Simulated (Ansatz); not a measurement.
# BP: biaxial strain +1.25 %, plane normal [111], relaxed out of plane

The reference is BP in the zinc blende structure (space group F-43m, No. 216; a = 4.5366 Å). Axes: x, y, z lie along the cube axes.

It is then changed as follows: biaxial strain +1.25 %, plane normal [111], relaxed out of plane (Cartesian); in-plane vectors clamped, the third vector and the atoms free.

Level of theory: Ansatz (an electronic-structure program) r2SCAN, no spin-orbit coupling. Settings: 12×12×12 k-points, 0.05 eV Fermi–Dirac smearing.

```tsv
quantity	base	changed	shift
volume per atom	11.67 Å³	11.94 Å³	+0.27 Å³
space group	F-43m (No. 216)	R3m (No. 160)	–
shortest interatomic distance	1.964 Å	1.966 Å	+0.0014 Å
energy relative to the base (free energy F)	0 meV/atom	+5.1 meV/atom	+5.1 meV/atom
pressure (mean of the normal stresses, compression positive)	0.0 kbar	-36.6 kbar	-36.6 kbar
band gap	1.41 eV	1.36 eV	-0.05 eV
gap character	–	indirect, Γ → F–Γ (17 % along)	–
hole mass	–	0.13 mₑ out of plane, 0.54 mₑ in plane (at Γ)	–
valence-band top at Γ (three highest levels, from the VBM)	0.00, 0.00, 0.00 eV	0.00, -0.11, -0.11 eV	–
out-of-plane strain	–	-0.21 %	–
ratio −ε⊥/ε∥	–	0.17	–
mean in-plane stress (compression positive)	–	-5.5 GPa	–
```

Final structure (turned so that z lies along the plane normal):

```
CELL_PARAMETERS angstrom
      3.24793     0.00000     0.00000
      1.62396     2.81279     0.00000
      1.62396    -0.93760     2.61359
ATOMIC_POSITIONS crystal
  B  0.00071 0.99964 0.99893
  P  0.49929 0.25036 0.75107
```

Masses are band curvatures over ±0.01 Å⁻¹ around the edge. Whether these cells are dynamically stable was not tested. k-point labels follow each cell's own Brillouin zone.
